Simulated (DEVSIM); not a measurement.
**illuminated Si n-on-p cell, one wavelength, with a back-surface field**

System: illuminated Si n-on-p cell, one wavelength, with a back-surface field, at 300 K.

```tsv
layer (left to right)	material	thickness (μm)	Nd (cm⁻³)	Na (cm⁻³)	τn (s)	τp (s)	absorption coefficient (cm⁻¹)
1	Si	0.230	1.5e18	-	4.5e-7	1.7e-6	780
2	Si	110	-	1.6e15	7.2e-6	7.2e-6	780
3	Si	0.820	-	1e18	7.2e-6	7.2e-6	780
```

Left contact: ohmic, minority hole recombination velocity 8e6 cm/s. Right contact: ohmic, minority electron recombination velocity 10000 cm/s. Voltage is applied to the left contact. Recombination: SRH at mid-gap, radiative, Auger. Light enters at the left, 2.9e16 photons cm⁻² s⁻¹, one pass, no reflection. Mobility is constant in doping.

Constants are typed, rounded textbook-type inputs, not results; the design itself was drawn at random and stands for no fabricated device. Values at 300 K.

```csv
parameter,Si
gap (eV),1.124
affinity (eV),4.05
permittivity,11.7
Nc (cm⁻³),2.86e19
Nv (cm⁻³),3.1e19
μn (cm²/Vs),1417
μp (cm²/Vs),470
B (cm³/s),4.7e-15
Cn (cm⁶/s),2.8e-31
Cp (cm⁶/s),9.9e-32
```

DEVSIM, 1D drift-diffusion, Boltzmann statistics, complete ionisation; no tunnelling, impact ionisation, image-force lowering or self-heating.

| Quantity | Result |
|---|---|
| Potential step across the device at zero bias | 0.959 V |
| Dark forward voltage at 1 A/cm² | 0.674 V |
| Dark forward voltage at 100 A/cm² | 0.881 V |
| Short-circuit current | 4.43 mA/cm² |
| Open-circuit voltage | 0.495 V |
| Fill factor | 0.80 |
| Largest power | 1.75 mW/cm² |
| Share of generated pairs collected at short circuit | 0.954 |

Current under light (generator sign):

```tsv
V (V)	J (mA/cm²)
0.00	4.43
0.06	4.43
0.12	4.43
0.20	4.43
0.26	4.43
0.34	4.42
0.36	4.40
0.38	4.37
0.40	4.31
0.42	4.17
0.44	3.88
0.46	3.25
0.48	1.89
0.50	-0.989
```

Dark forward current:

```tsv
V (V)	J (A/cm²)
-0.05	-1.7e-9
-0.15	-2.4e-8
-0.20	-9.9e-8
-0.30	-2.8e-6
-0.40	-0.00012
-0.45	-0.00080
-0.55	-0.033
-0.65	-0.56
-0.75	-6.0
-0.80	-19
-0.90	-140
-1.00	-610
-1.05	-1000
-1.15	-2200
```
